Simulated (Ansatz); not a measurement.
System: interstitial Li in alpha Ga2O3 (charge state +1). The step: a concerted move, in which Li travels most; the atom moves 2.93 Å along (-0.33, 0.33, 0.02) of the unit cell; at the end the Li atom holds a host Ga site and a host atom stands off its site; the moving atom starts with neighbours 2 Ga at 2.25; 6 O at 2.04 Å and ends with Ga at 2.31, Ga at 2.37; 3 O at 1.88, 3 O at 2.24 Å. A PBE band in Ansatz (plane-wave PAW, the Γ point alone, 120 host sites, 38 SCF runs with any check of the saddle's order, static, no finite-size correction) gives a forward barrier of 1.56 eV. The saddle point's order was not checked. The host's phase is taken as given; its stability against other phases was not computed. The charge state is imposed; whether it is stable for some Fermi level was not computed. Sites that were not tried may lie lower.

Single points at the band's start and saddle point can refine it. Rough cost of one point, in units of the band's mean SCF on the same machine:

| Level | Cost of one point |
|---|---|
| PBE, a 2×2×2 k-point mesh shifted by half a step along c | about 10 |
| r2SCAN at 500 eV, the Γ point alone | about 2 |

Q: Which of these move the barrier by more than 0.1 eV, and how far does each move it?

A: Not one does. PBE, a 2×2×2 k-point mesh shifted by half a step along c: +0.03 eV; r2SCAN at 500 eV, the Γ point alone: -0.08 eV. Each functional is compared with PBE at the same k-points.

Ansatz is a first-principles code.
